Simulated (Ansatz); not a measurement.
Results of PBEsol in Ansatz (plane waves, PAW) for SrZrO3 (Imma, No. 74, 10 atoms in the cell; start mp-1080575; a measured phase of this formula has another space group).

Numerical settings: plane-wave cutoff 520 eV, 8×8×8 k mesh, Fermi–Dirac smearing 0.01 eV, scalar-relativistic PAW data made under PBE.

Cell (relaxed at this level):

```cif
data_O6Sr2Zr2
_chemical_formula_sum 'Sr2 Zr2 O6'
_space_group_name_H-M_alt 'P 1'
_space_group_IT_number 1
_cell_length_a 5.77835
_cell_length_b 5.77835
_cell_length_c 5.77835
_cell_angle_alpha 119.803
_cell_angle_beta 90.520
_cell_angle_gamma 119.597
loop_
_space_group_symop_operation_xyz
  'x, y, z'
loop_
_atom_site_label
_atom_site_type_symbol
_atom_site_fract_x
_atom_site_fract_y
_atom_site_fract_z
_atom_site_occupancy
Sr1 Sr 0.23813 0.48813 0.75000 1
Sr2 Sr 0.76187 0.51187 0.25000 1
Zr1 Zr 0.50000 0.00000 0.50000 1
Zr2 Zr 0.00000 0.00000 0.00000 1
O1 O 0.66467 0.91467 0.75000 1
O2 O 0.33533 0.08533 0.25000 1
O3 O 0.20280 0.50000 0.20280 1
O4 O 0.79720 0.50000 0.79720 1
O5 O 0.79720 0.00000 0.29720 1
O6 O 0.20280 0.00000 0.70280 1
```

**Question.** Predict the band gap and smallest direct gap on the k points sampled.

**Answer.** 
* **band gap**: 3.59 eV
* **smallest direct gap on the k points sampled**: 3.67 eV

Spin–orbit coupling is not included.

Computed values are for the static lattice.

Computing time: about 100 core-seconds (a rough figure).

A start named mp-… is a Materials Project structure, which need not be a measured phase.

Ansatz is a quantum-chemistry and plane-wave program.
